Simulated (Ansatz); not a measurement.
Take SiC in the wurtzite structure (space group P6_3mc, No. 186; a = 3.0760 Å, c = 5.0478 Å) as the base. Axes: x lies along a and z along c of the hexagonal cell.

Computed with PBEsol/PAW in Ansatz (a quantum-chemistry and plane-wave program), no spin-orbit coupling.

Before the change:

| Quantity | Result |
|---|---|
| Band gap | 2.12 eV |
| Valence-band top at Γ | 0.00, 0.00, -0.11 eV |

Perturbation: uniaxial strain ε_xx = −1.80 %, all other strain components held at zero; the atoms relax in the strained cell.

Problem. Estimate the effect on the band gap.

Solution. The band gap falls by 0.19 eV, from 2.12 eV to 1.93 eV.

Problem. How does this affect the valence-band top at Γ?

Solution. The valence-band top at Γ (three highest levels, from the VBM) changes from 0.00, 0.00, -0.11 eV to 0.00, -0.17, -0.30 eV.

Problem. Estimate the effect on the stress.

Solution. The stress (xx, yy, zz, yz, xz, xy; compression positive) amounts to (9.49, 2.07, 1.07, 0.00, 0.00, 0.00) GPa.

Problem. Predict the new energy relative to the base.

Solution. The energy rises by 5.4 meV/atom.

Stability against distortions was not tested.
